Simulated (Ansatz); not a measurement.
The starting structures come from a database of crystals and need not be the phases stable at ambient conditions.

By PBEsol, the system below comes out a metal.

Crystal: NaPt₃O₄ (Pm-3n, not sure to be the ambient phase, 16 atoms a cell, 11.6 Å³ an atom, -4 GPa at this level); planes in its conventional cell.

Level of theory: PBEsol (plane waves, PAW; Ansatz, a first-principles code).

G/A = (e²/h) × open channels of both spins per area, as a mean over 0.1 eV about the Fermi level, without spin-orbit coupling, for the cells as given.

| plane | area (Å²) | G/A (10¹⁵ S/m²) |
|---|---|---|
| (110) | 46.1 | 0.34 |
| (001) | 32.6 | ___ |
| (111) | 56.5 | ___ |

Q: Some entries are withheld; supply them.

A: 
- (001), G/A (10¹⁵ S/m²): 0.27
- (111), G/A (10¹⁵ S/m²): 0.39
